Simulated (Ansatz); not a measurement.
The parent structure is MgO in the rock salt structure (space group Fm-3m, No. 225; a = 4.2544 Å).

The values are results of Kohn–Sham DFT with the PBE functional, run in Ansatz (a quantum-chemistry and plane-wave program) with PAW and 420 eV plane waves, scalar-relativistic without spin-orbit coupling, earlier PAW set, not measurements.

Before the change:

Gap between the host's bands: 4.46 eV
Gap character: direct at Γ

Now apply this change: electron doping at 2.0×10^22 cm⁻³ (0.385 per cell), with a uniform compensating background at fixed cell and a 300 K Fermi–Dirac width.

**Question.** How does this affect the Fermi level from band edge, gap between the host's bands and gap character?

**Answer.** The Fermi level relative to the doped band's edge (positive inside the band; to 0.05 eV) is +3.45 eV; the gap between the host's bands decreases by 0.41 eV to 4.05 eV; the gap character remains direct at Γ.

Carriers are added with a uniform compensating background; total energy and stress of such cells depend on the potential's zero and are not compared; many-body gap narrowing is missing at this level. No phonon test of stability was made.
